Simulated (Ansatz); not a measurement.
Take GaN (space group P4_2/mnm, No. 136; a = 5.5350 Å, c = 3.2140 Å; a hypothetical phase, not in the database extracts checked) as the base.

(Cell as relaxed with PBE.)

Levels (all Ansatz, a program for electronic structure, PAW): PBE (420 eV, spin-orbit coupling left out); PBEsol (420 eV, no spin-orbit coupling).

Each level relaxes its own structure.

```tsv
base	PBE	PBEsol
volume per atom	12.31 Å³	11.91 Å³
lattice parameter a	10.460 bohr	10.337 bohr
band gap	1.73 eV	1.87 eV
```

Modification: hydrostatic tension (pressure −1 GPa).

```json
[
 {"quantity": "electron mass", "PBE": "0.16 mₑ (at Γ)", "PBEsol": "?"},
 {"quantity": "lattice parameter a", "PBE": "10.485 bohr", "PBEsol": "?"},
 {"quantity": "smallest direct gap", "PBE": "1.70 eV", "PBEsol": "?"}
]
```

Q: Predict the PBEsol column.

A: 
- electron mass, PBEsol: 0.17 mₑ (at Γ)
- lattice parameter a, PBEsol: 10.361 bohr
- smallest direct gap, PBEsol: 1.85 eV

PBE's lattice parameter a lies 0.124 bohr above PBEsol's (1.2 %); PBE's smallest direct gap lies 0.15 eV below PBEsol's. Neither level is exact; PBEsol is the comparison here, not a measurement.

Load acts through the strain it causes; cell and atoms are relaxed under it. Effective masses come from finite differences of ±0.01 Å⁻¹. No phonon test of stability was made.
